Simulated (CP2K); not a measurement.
Band structure of ScAl (Cmcm, 4 atoms in the cell).

```xyz
4
Lattice="5.6949 0.0000 0.0000 -4.0417 4.0121 0.0000 0.0000 0.0000 3.7822" Properties=species:S:1:pos:R:3 pbc="T T T"
Sc     4.3774     0.5429     0.9456
Sc    -2.7242     3.4692     2.8367
Al     1.6494     1.6670     0.9456
Al     0.0039     2.3451     2.8367
```

Level of theory: CP2K 2026.2 with PBEsol, GPW, DZVP-MOLOPT-SR-GTH basis, GTH-PBE potentials (GTH_POTENTIALS).

Settings: CUTOFF = 600 Ry; REL_CUTOFF = 60 Ry; SMEAR/METHOD = FERMI_DIRAC; ELECTRONIC_TEMPERATURE = 1160.45 K; KPOINTS/SCHEME = MONKHORST-PACK 6 6 6; GAMMA_CENTERED = T; XC_FUNCTIONAL = PBE:PBESOL; Sc/BASIS_SET = DZVP-MOLOPT-SR-GTH-q11; Sc/POTENTIAL = GTH-PBE-q11; Al/BASIS_SET = DZVP-MOLOPT-SR-GTH-q3; Al/POTENTIAL = GTH-PBE-q3; METHOD = GPW; EPS_DEFAULT = 1e-11; EXTRAPOLATION = USE_GUESS.

The starting cell comes from a database of computed structures (which also holds hypothetical and non-ambient phases and stackings), without a prior relaxation at this level. Its lattice was rescaled by a random factor within 2.5 % of one. Values carry the incompleteness of an atom-centred basis. The potentials were made for another functional than the one used.

Levels in eV from the Fermi level, bands 11 to 16:
```csv
point,11,12,13,14,15,16
Γ,-1.79,-0.71,-0.28,0.36,0.89,1.05
X,-3.60,-0.69,-0.62,0.06,1.18,1.34
S,-2.47,-2.08,-0.35,0.10,1.12,1.22
R,-1.74,-1.74,-0.95,-0.95,-0.11,-0.11
A,-1.87,-1.87,-1.23,-1.23,0.31,0.31
Z,-1.08,-1.08,-0.57,-0.57,-0.35,-0.35
Y,-0.69,-0.53,0.05,0.39,0.66,1.26
X1,-3.60,-0.69,-0.62,0.06,1.18,1.34
A1,-1.87,-1.87,-1.23,-1.23,0.31,0.31
T,-2.65,-2.65,-0.22,-0.22,0.48,0.48
```

Bands cross the Fermi level along this path, so the cell is metallic at this level.

Higher empty bands are left out: an atom-centred basis made for the valence describes them poorly.
